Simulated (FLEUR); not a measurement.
FLEUR run on CaI2 (P-3m1, 3 atoms in the cell): self-consistent single point.

Computed with LDA (Perdew-Zunger), all-electron FLAPW (FLEUR), scalar-relativistic valence in FLEUR.

```yaml
crystal:
  lattice:
    - [4.52897, 0.00000, 0.00000]
    - [-2.26449, 3.92220, 0.00000]
    - [0.00000, 0.00000, 7.20983]
  atoms:
    - { symbol: Ca, position: [0.00000, 0.00000, 0.00000] }
    - { symbol: I, position: [0.33333, 0.66667, 0.24430] }
    - { symbol: I, position: [0.66667, 0.33333, 0.75570] }
```

Reference input (self-consistent single point, DFT, PBEsol, all-electron FLAPW (FLEUR), scalar-relativistic valence): Kmax = 3.8 1/bohr; GmaxXC = 11.4 1/bohr; xcFunctional = PBEs; jspins = 1; l_soc = F; mode = hist; fermiSmearingEnergy = 0.0001 Htr; mesh (inpgen div1-3) = 5 5 3; inpgen gamma flag = false; Gmax = 11.4 1/bohr; numbands = 0; maxIterBroyd = 25. This run's input differs from it in these lines:

```diff
@@ -15,3 +15,3 @@
 &comp jspins=1 /
-&exco xctyp='PBEs' /
+&exco xctyp='pz' /
 &kpt div1=5 div2=5 div3=3 /
@@ -28,3 +28,3 @@
       <coreElectrons ctail="T" frcor="F" kcrel="0" coretail_lmax="0"/>
-      <xcFunctional name="PBEs" relativisticCorrections="F"/>
+      <xcFunctional name="pz" relativisticCorrections="F"/>
       <magnetism jspins="1"/>
```

Output, abridged:

```
 Iteration:     1   Distance:       2.98647784 me/bohr^3
 Iteration:     2   Distance:       2.79242446 me/bohr^3
 Iteration:     3   Distance:       1.06640707 me/bohr^3
 Iteration:     4   Distance:       0.37173866 me/bohr^3
 Iteration:     5   Distance:       0.32521330 me/bohr^3
   [... 5 lines left out ...]
 Iteration:    11   Distance:       0.00090041 me/bohr^3
 Iteration:    12   Distance:       0.00005433 me/bohr^3
 Iteration:    13   Distance:       0.00004430 me/bohr^3
 Iteration:    14   Distance:       0.00000337 me/bohr^3
 Reset of history
 Run finished successfully
 Stop message:
   Structural relaxation: new displacements generated

[file out, last iteration]
             iter=     15
[...]
          total density-effective poten   -2.4828819256E+04
          total charge density-energy d   -3.8618755710E+02
 Updated energy parameters for spin:           1
[...]
 fermi energy and band-weighting factors:
    0.390642    0.408103

[...]
FERMIE:
          first approx. to ef    (T=0)  :   0.052854 htr   (energy of the highest occ. eigenvalue)
          number of occ. states  (T=0)  :        264
          first approx. to seigv (T=0)  : -39.082111 htr
          sum of weights of occ. states :  22.000000
          sum of semicore charge        :   0.000000 e
FERHIS:  Fermi-Energy by histogram:
          bandgap                     :   0.129959 htr
   [... lines left out ...]
          charge neutrality (T=0)     :   0.000000    (zero if the highest occ. eigenvalue is "entirely" occupied)
 Direct bandgap for spin            1 :   0.14401178813860180       Htr
 ---->    free energy=                    -14905.5477829974 htr
   [... lines left out ...]
      extrapolation for T->0
 ---->    total electron energy=          -14905.5477829974 htr
 ***** TOTAL FORCES ON ATOMS *****
 TOTAL FORCE FOR ATOM TYPE=  1  X=  0.000   Y=  0.000   Z=  0.000
                       FX_TOT= 0.000000 FY_TOT= 0.000000 FZ_TOT= 0.000000
 TOTAL FORCE FOR ATOM TYPE=  2  X=  4.279   Y= -2.471   Z=  3.328
                       FX_TOT= 0.000000 FY_TOT= 0.000000 FZ_TOT=-0.004638
```

The run converged in 14 iterations. FLEUR gives forces in its relaxation mode, with a further iteration, so its stop message speaks of a relaxation. Against the reference run the gap on the mesh goes from 3.643 to 3.536 eV.

The starting cell comes from a database of computed structures (which also holds hypothetical and non-ambient phases and stackings), without a prior relaxation at this level. Spin-orbit coupling is off. Values depend on the basis (sphere radii, cutoffs, local orbitals), which need not be converged.

Cost on one core of a shared machine: roughly 50 s.
